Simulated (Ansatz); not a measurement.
## Ansatz run on YZnCuP₂ (P3m1, 5 atoms in the cell): self-consistent single point

Computed with LDA (PW92), default PAW files made with PBE (plane waves; Ansatz, a program for electronic structure).

This input was run:

Ansatz 0.2 input:
```yaml
# YZnCuP2
crystal:
  lattice:
    - [3.975267, 0.000000, 0.000000]
    - [-1.987634, 3.442683, 0.000000]
    - [0.000000, 0.000000, 6.564198]
  atoms:
    - { symbol: Y, position: [0.333333, 0.666667, 0.992157] }
    - { symbol: Zn, position: [0.000000, 0.000000, 0.376510] }
    - { symbol: Cu, position: [0.666667, 0.333333, 0.639510] }
    - { symbol: P, position: [0.666667, 0.333333, 0.256700] }
    - { symbol: P, position: [0.000000, 0.000000, 0.742740] }
basis:
  ecutwfc: 420.0
kpoints:
  mp_grid:
    grid: [7, 7, 4]
hamiltonian:
  xc: lda
  pseudopotentials:
    kind: paw
scf:
  occupations:
    method: gaussian
    width: 0.1
output:
  forces: true
  eigenvalues: true
  stress: true
```

Output (repeated stretches shortened):

```
WARN the atoms were moved onto the symmetric positions of the space group found under crystal.symmetry.tolerance 1.0e-5 (fractional …
WARN ansatz: RAYON_NUM_THREADS=1 ignored (pool sized by the plan → 1); use --threads N
Pseudopotentials: kind: paw
Pseudopotential: Y, paw, valence charge 11
Pseudopotential: Zn, paw, valence charge 12
Pseudopotential: Cu, paw, valence charge 19
Pseudopotential: P, paw, valence charge 5
Crystal: 5 atoms, lattice volume = 89.835 Å³
Basis set: ecut = 420 eV, 1761 PW (Γ)
Bands: 32, of which v1, the nominal top of the filled ones, is band 26 counted from 1 (25 counted from 0)
Symmetry: 6 space group operations
Space group: P3m1 (ITA 156), of the structure as read, at distance tolerance 4.5e-5 Å
k-points: 28 of 196 (time reversal used)
PAW frozen core: Y, regenerated for the run's functional, and the local potential with it
PAW frozen core: Zn, regenerated for the run's functional, and the local potential with it
PAW frozen core: Cu, regenerated for the run's functional, and the local potential with it
PAW frozen core: P, regenerated for the run's functional, and the local potential with it
Initial density: superposition of atomic densities (neutral atoms: chi_scale 0, normalization atom), corrected by the library's trained network
Initial wavefunctions: pseudopotential atomic-orbital guess
Eigensolver: davidson
Functional: x = slater, c = lda
SCF iter   1: F=—  HF=-15003.462771 eV  |F-HF|=—  |Δ(HF+E_count)|=         —  Δρ=8.57e-3  dr2=3.54e-2  ethr=1.77e-3  ⟨swp⟩=6.3  Hψ=3996  notcnv=0
all-band conjugate gradients solve this SCF's bands
preconditioner: auto → Resta (q_TF=auto, 2.491 Å⁻¹)
SCF iter   2: F=—  HF=-15003.454837 eV  |F-HF|=—  |Δ(HF+E_count)|=   7.93e-3  Δρ=3.04e-3  dr2=8.70e-3  ethr=6.81e-5  ⟨swp⟩=2.2  Hψ=1628  notcnv=0  defer=1
SCF iter   3: F=—  HF=-15003.453114 eV  |F-HF|=—  |Δ(HF+E_count)|=   1.72e-3  Δρ=1.97e-3  dr2=2.67e-3  ethr=1.67e-5  ⟨swp⟩=2.3  Hψ=1176  notcnv=0  defer=1
SCF iter   4: F=—  HF=-15003.452429 eV  |F-HF|=—  |Δ(HF+E_count)|=   6.85e-4  Δρ=2.51e-4  dr2=4.15e-5  ethr=5.13e-6  ⟨swp⟩=2.1  Hψ=1335  notcnv=0  defer=1
SCF iter   5: F=—  HF=-15003.452437 eV  |F-HF|=—  |Δ(HF+E_count)|=   7.85e-6  Δρ=2.28e-4  dr2=2.84e-5  ethr=7.97e-8  ⟨swp⟩=2.0  Hψ=1397  notcnv=0  defer=1
SCF iter   6: F=—  HF=-15003.452421 eV  |F-HF|=—  |Δ(HF+E_count)|=   1.60e-5  Δρ=2.29e-5  dr2=1.00e-6  ethr=5.46e-8  ⟨swp⟩=2.0  Hψ=1311  notcnv=0  defer=1
SCF iter   7: F=-15003.452421 eV  HF=-15003.452421 eV  |F-HF|=8.85e-9  |Δ(HF+E_count)|=   1.41e-7  Δρ=7.42e-6  dr2=8.61e-8  ethr=1.92e-10  ⟨swp⟩=8.4  Hψ=4570  notcnv=0
SCF 1 converged in 7 iterations: F = -15003.452421 eV  dr2 = 8.61e-8
SCF converged after 7 iterations
Free energy (F): -15003.452421 eV
Harris-Foulkes:  -15003.452421 eV  (|F-HF|=8.85e-9)
Internal energy: -15003.450530 eV  (E = F + TS)
E sigma→0 (E₀):  -15003.451475 eV
Entropy (-TS):   -0.001890 eV (-0.378 meV/atom)
Fermi energy:    10.817342 eV
--- Per-component energies (eV) ---
  E_band       = -505.689875
  E_kinetic    = 879.761869
  E_local      = -8331.472536  (includes V_loc(G=0)·N_el)
  E_nonlocal   = 1135.455674
  E_hartree    = 3613.573369
  E_xc         = -520.727355
  E_vxc        = -492.020879  (∫ρ·V_xc dr)
  E_paw        = -7154.491083  (= ΣΔE_a)
  E_vpaw       = -924.565855  (= ΣTr[D̂ρ^β])
  E_aug_tail   = -0.000125  (compensation charges beyond the density's cutoff)
  E_ewald      = -4628.121433
  E_core_change = 2.571090  (= ΣΔE_core)
  E_smearing   = -0.001890  (= −TS)
  E_closure    = 0.000000  (closes the sum)
  Σ components = -15003.452421   (vs F -15003.452421, Δ=0.00e0)
--- Forces (eV/Å), atoms counted from 1 ---
  atom   1  Y      0.00000000    -0.00000000    -0.46486669
  atom   2  Zn     0.00000000    -0.00000000     0.11113779
  atom   3  Cu    -0.00000000     0.00000000     0.17475302
  atom   4  P      0.00000000    -0.00000000     0.15585890
  atom   5  P      0.00000000    -0.00000000     0.02300606
  max |Σ_I F_I| component: 1.11e-4 eV/Å
--- Stress (GPa, compression-positive) ---
       -7.167314      -0.000000       0.000000
       -0.000000      -7.167314       0.000000
       -0.000000       0.000000      -7.443411
  P = ⅓ Tr σ = -7.2593 GPa (-72.593 kbar)
  The stress holds the Pulay correction. Without it, at fixed plane waves, as pw.x and ABINIT print it: P = -7.3099 GPa
--- Band table (eV; the first three rows and the last of 28) ---
  k-point 0: bands = ["-101.3557", "-59.1959", "-59.1695", "-59.1695", "-32.1083", "-12.2660", "-12.0885", "-12.0885", "-1.6930", "-0.0835", "2.6480", "2.6480", "2.8631", "2.8631", "2.9392", "4.5771", "6.5258", "6.5258", "7.2174", "7.4691", [...]
  k-point 1: bands = ["-101.3558", "-59.1959", "-59.1695", "-59.1695", "-32.1083", "-12.2666", "-12.0885", "-12.0885", "-1.5338", "-0.3454", "2.6468", "2.6468", "2.7975", "2.8633", "2.8633", "5.1955", "6.5399", "6.5399", "7.0665", "7.4484", [...]
  k-point 2: bands = ["-101.3558", "-59.1959", "-59.1695", "-59.1695", "-32.1083", "-12.2673", "-12.0885", "-12.0885", "-1.2635", "-0.7126", "2.6457", "2.6457", "2.7087", "2.8636", "2.8636", "6.2840", "6.3881", "6.5548", "6.5548", "7.4265", [...]
  k-point 27: bands = ["-101.3557", "-59.1959", "-59.1696", "-59.1696", "-32.0941", "-12.2573", "-12.2118", "-12.2010", "-0.2324", "0.1632", "2.7112", "2.7629", "2.8456", "2.9050", "3.2351", "4.4620", "5.5301", "6.2847", "6.6002", "6.9258", [...]
```

The run converged in 7 iterations.

The starting cell comes from a database of computed structures (which also holds hypothetical and non-ambient phases and stackings), without a prior relaxation at this level. Its lattice was rescaled by up to half a per cent. One atom was moved a little off its site on purpose. Spin polarisation is off. With a pressure of about -7 GPa the cell is away from its equilibrium volume at this level. Ansatz's pressure includes its estimate of the finite-basis (Pulay) stress.
